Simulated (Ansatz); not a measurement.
The reference is InAs in the zinc blende structure (space group F-43m, No. 216; a = 6.026 Å). Axes: x, y, z lie along the cube axes.

Structures relaxed with LDA (Ansatz, a quantum-chemistry and plane-wave program, PAW, no spin-orbit coupling).

Base:

Simulated powder pattern, Co Kα, λ = 1.79026 Å (kinematic, ideal powder, no thermal factors, no anomalous dispersion; the 14 strongest lines at most, above 2 %, up to 2θ = 90°):

| 2θ (°) | I/Imax (%) | hkl |
|---|---|---|
| 29.82 | 100 | (111) |
| 34.57 | 4.0 | (200) |
| 49.69 | 71 | (220) |
| 59.03 | 44 | (311) |
| 72.91 | 12 | (400) |
| 80.70 | 18 | (331) |

After one change:

Simulated powder pattern, Co Kα, λ = 1.79026 Å (kinematic, ideal powder, no thermal factors, no anomalous dispersion; the 14 strongest lines at most, above 2 %, up to 2θ = 90°):

```json
[
 {"2θ (°)": "29.21", "I/Imax (%)": "100"},
 {"2θ (°)": "30.29", "I/Imax (%)": "34"},
 {"2θ (°)": "34.18", "I/Imax (%)": "5.5"},
 {"2θ (°)": "48.40", "I/Imax (%)": "50"},
 {"2θ (°)": "49.81", "I/Imax (%)": "46"},
 {"2θ (°)": "57.53", "I/Imax (%)": "15"},
 {"2θ (°)": "58.17", "I/Imax (%)": "33"},
 {"2θ (°)": "59.42", "I/Imax (%)": "12"},
 {"2θ (°)": "71.99", "I/Imax (%)": "15"},
 {"2θ (°)": "78.42", "I/Imax (%)": "13"},
 {"2θ (°)": "80.05", "I/Imax (%)": "5.3"},
 {"2θ (°)": "81.68", "I/Imax (%)": "6.9"}
]
```

Task: Name the change that was made.
A) biaxial strain +2.50 %, plane normal [111], relaxed out of plane
B) biaxial strain −1.25 %, plane normal [111], relaxed out of plane
C) biaxial strain −2.08 %, plane normal [111], relaxed out of plane
D) biaxial strain −0.83 %, plane normal [111], relaxed out of plane

Result: A, biaxial strain +2.50 %, plane normal [111], relaxed out of plane. Its volume per atom is 28.30 Å³ against 27.35 Å³, and its space group is R3m (No. 160).

Whether these cells are dynamically stable was not tested. All final runs are without spin polarisation.
